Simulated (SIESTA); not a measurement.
Band structure of MgF2 (P4_2/mnm, 6 atoms in the cell).

```
CELL_PARAMETERS angstrom
      4.64381     0.00000     0.00000
      0.00000     4.64381     0.00000
      0.00000     0.00000     3.06668
ATOMIC_POSITIONS crystal
  Mg 0.50000 0.50000 0.50000
  Mg 0.00000 0.00000 0.00000
  F  0.69708 0.69708 0.00000
  F  0.30292 0.30292 0.00000
  F  0.80292 0.19708 0.50000
  F  0.19708 0.80292 0.50000
```

Level of theory: GGA PBE, numerical atomic orbitals DZP, PseudoDojo PBE standard norm-conserving potentials (rewritten from UPF to PSML) (SIESTA 5.4.2).

Settings: XC.functional = GGA; XC.authors = PBE; potentials = PseudoDojo PBE standard; PAO.BasisSize = DZP; PAO.EnergyShift = 0.005 Ry; MeshCutoff = 400 Ry; kgrid.MonkhorstPack = 6 6 9; OccupationFunction = FD; ElectronicTemperature = 10 K; MaxSCFIterations = 150; SCF.Mixer.Method = Pulay; SCF.Mixer.Weight = 0.2; SCF.Mixer.History = 6; SCF.DM.Tolerance = 1.0E-04.

The starting cell comes from a database of computed structures (which also holds hypothetical and non-ambient phases and stackings), without a prior relaxation at this level. Its lattice was rescaled by a random factor within 2.5 % of one. Values carry the incompleteness of an atom-centred basis.

### Question
Predict the gap along the standard path and the places of the band edges.

### Answer
The gap along the path is 6.84 eV, direct at Γ to within 0.01 eV.

Levels in eV from the top of the valence band on the path, bands 21 to 25:
```
point     21     22     23     24     25
-----  -----  -----  -----  -----  -----
Γ      -0.80  -0.36  -0.36   0.00   6.84
X      -1.03  -1.03  -0.38  -0.38   9.33
M      -1.01  -1.01  -0.71  -0.71  10.92
Z      -1.07  -1.07  -0.78  -0.78  11.74
R      -0.73  -0.73  -0.66  -0.66  12.79
A      -0.58  -0.58  -0.49  -0.49  13.22
```

Higher empty bands are left out: an atom-centred basis made for the valence describes them poorly.
